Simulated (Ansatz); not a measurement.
Take Nb in the bcc (W type) structure (space group Im-3m, No. 229; a = 3.3045 Å; relaxed with 0.1 eV smearing) as the base. Axes: x, y, z lie along the cube axes.

Calculations: r2SCAN (Ansatz, a program for electronic structure, PAW, no spin-orbit coupling).

The change: the cell is stretched by 3.00 % along z with no lateral relaxation, atoms relaxed at fixed cell.

### Question
Predict the stress tensor and what it implies for the stiffness.

### Answer
Stress of the strained cell less that of the base (GPa, compression positive):
```
   -3.7     0.0     0.0
    0.0    -3.7     0.0
    0.0     0.0    -7.0
```

Then −Δσ_ii/ε with ε = 0.0300 gives secant stiffness values (nonlinear terms included at this strain): C33 ≈ 233 GPa, C13 ≈ 124 GPa and C23 ≈ 124 GPa.

As a check, the harmonic strain energy −½ V₀ Δσ:ε is 12 meV/atom; the computed energy rise is 12 meV/atom.

Whether these cells are dynamically stable was not tested. The final runs are not spin-polarised.
